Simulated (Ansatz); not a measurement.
# Nb (I4/mmm): band-structure transport figures

Data:

```yaml
crystal:
  lattice:
    - [-1.63872, 1.63872, 1.62768]
    - [1.63872, -1.63872, 1.62768]
    - [1.63872, 1.63872, -1.62768]
  atoms:
    - { symbol: Nb, position: [0.00000, 0.00000, 0.00000] }
```

All values below come from PBEsol, rigid bands (plane waves, PAW, scalar-relativistic; Ansatz, a quantum-chemistry and plane-wave program). Condition of this run: uniaxial stress zz = 1 GPa (compression positive) (the target of the relaxation). Cell: cell and atoms relaxed with PBEsol, then loaded as said.

- density of states at the Fermi level: 1.42 states/(eV·cell), both spins
- bare Sommerfeld coefficient: 3.3 mJ/(mol of atoms·K²)
- Drude plasma energy: 9.4 eV
- root-mean-square Fermi velocity: 6.5e5 m/s
- resistivity times τ: 5.5 ×10⁻²² Ω·m·s
- resistivity times mean free path: 3.8 ×10⁻¹⁶ Ω·m²

A metal at this level (no band gap); rigid bands, thermally averaged at 300 K, both spins. Spin-orbit coupling is left out. τ is one relaxation time for all states; the product of resistivity and mean free path takes one path for all states instead.
